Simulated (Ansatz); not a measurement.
An ideal cubic perovskite cell is held by its symmetry; such compounds can tilt or shift off centre at room temperature. The starting structures come from a database of crystals and need not be the phases stable at ambient conditions.

By PBEsol, the system below comes out a metal.

Crystal: BaMoO3 (Pm-3m, cubic perovskite, not sure to be the ambient phase, 5 atoms a cell, 13.3 Å³ an atom, -5 GPa at this level); planes in its conventional cell.

Method: PBEsol (plane waves, PAW; Ansatz, a first-principles code).

G/A = (e²/h) × open channels of both spins per area, as a mean over 0.1 eV about the Fermi level, without spin-orbit coupling, for the cells as given.

| plane | area (Å²) | G/A (10¹⁵ S/m²) |
|---|---|---|
| (001) | 16.4 | 0.61 |
| (110) | 23.2 | ? |
| (111) | 28.4 | ? |

**Question.** What belongs in the gaps?

**Answer.** 
- (110), G/A (10¹⁵ S/m²): 0.71
- (111), G/A (10¹⁵ S/m²): 0.74
